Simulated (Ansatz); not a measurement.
Reference: LuHg (Pm-3m), PBEsol, DFPT electron-phonon coupling, linearised Boltzmann equation (plane waves, PAW, scalar-relativistic; Ansatz, an electronic-structure program); geometry: relaxed with this functional, without spin-orbit coupling.

```xyz
2
Lattice="3.5903 0.0000 0.0000 0.0000 3.5903 0.0000 0.0000 0.0000 3.5903" Properties=species:S:1:pos:R:3 pbc="T T T"
Lu     1.7952     1.7952     1.7952
Hg     0.0000     0.0000     0.0000
```

- resistivity at 300 K = 25 μΩ·cm

**Question.** Swap Lu for Sc, keeping the structure type. How do these values move?

**Answer.** ScHg (Pm-3m): volume per atom 23.1 to 20.8 Å³; resistivity at 300 K rises (25 μΩ·cm to 37 μΩ·cm).

**Question.** Replace Hg by Zn on the same sites and relax. What happens?

**Answer.** LuZn (Pm-3m): volume per atom 23.1 to 20.2 Å³; resistivity at 300 K rises (25 μΩ·cm to 30 μΩ·cm).

**Question.** Swap Hg for Pd, keeping the structure type. How do these values move?

**Answer.** LuPd (Pm-3m): volume per atom 23.1 to 19.5 Å³; resistivity at 300 K falls (25 μΩ·cm to 8.3 μΩ·cm).

Moves up to 11 % count as about the same. Metals; harmonic phonons alone scatter; means over directions. Halving the electron mesh moves these values by up to 8 %; q meshes are mostly untested. Spin-orbit coupling is left out.

Formula and space group known from diffraction (Crystallography Open Database), not checked to be the room-temperature form: LuHg (Pm-3m), LuPd (Pm-3m), LuZn (Pm-3m), ScHg (Pm-3m). The missing spin-orbit coupling matters most for LuHg (Pm-3m), LuPd (Pm-3m), LuZn (Pm-3m), ScHg (Pm-3m).
